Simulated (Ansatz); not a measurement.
GaAs under load (space group Imm2), r2SCAN with spin-orbit coupling, rigid bands run with Ansatz (an electronic-structure program). Condition of this run: biaxial stress in (110) of 2.4 GPa (compression positive) (the target of the relaxation). Band gap 0.99 eV, N_c = 4.45e17 cm⁻³ and N_v = 3.73e18 cm⁻³ at 300 K, conductivity masses along y (a = (0.03, 2.83, 2.77) Å; b = (2.83, 0.03, 2.77) Å; c = (2.86, 2.86, 0.00) Å) of 0.0710 mₑ (electrons) and 0.336 mₑ (holes). Take k_BT = 0.02585 eV.

Question: Find the intrinsic carrier density and the intrinsic Fermi level.

Answer: n_i = √(N_c N_v) exp(−E_g/2k_BT) = 1.29e18 × exp(−19.15) = 6.2e9 cm⁻³. The level lies (k_BT/2) ln(N_v/N_c) = 27 meV from mid-gap (positive towards the conduction band). Each 0.1 eV added to the gap lowers n_i by a factor of 6.9.

Question: What built-in voltage has an abrupt junction with N_A = 1e17 and N_D = 1e17 cm⁻³, all dopants ionised?

Answer: V_bi = E_g/e − (k_BT/e) ln(N_c N_v/(N_A N_D)) = 0.99 − 0.02585 × 5.11 = 0.86 V, for the computed gap.

Question: What thermal injection velocity √(2k_BT/πm) limits a ballistic channel along the direction named?

Answer: 2.02e7 cm/s for electrons and 9.28e6 cm/s for holes, a ratio of √(m_h/m_e) = 2.18, for dilute carriers.

Rigid bands with the computed gap; masses take one relaxation time for all states. Geometry: cell and atoms relaxed with PBEsol.
